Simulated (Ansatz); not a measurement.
AlB2-type ZrB₂ was calculated with LDA (Ansatz, a quantum-chemistry and plane-wave program, PAW).

Settings: plane-wave cutoff 520 eV, 24×24×16 k mesh (along the axes of the cell as run), Fermi–Dirac smearing 0.05 eV, scalar-relativistic PAW data made under PBE.

Response to compression and expansion:

Shape and atoms are relaxed at each volume.

```tsv
V (Å³/atom)	P (GPa)	c (Å)	a (Å)
9.488	11.53	3.436	3.093
9.686	5.48	3.462	3.113
9.883	0.00	3.488	3.133
10.081	-4.97	3.514	3.152
10.279	-9.47	3.540	3.172
```

Note: the bulk modulus comes from volumes at which shape and atoms were relaxed.
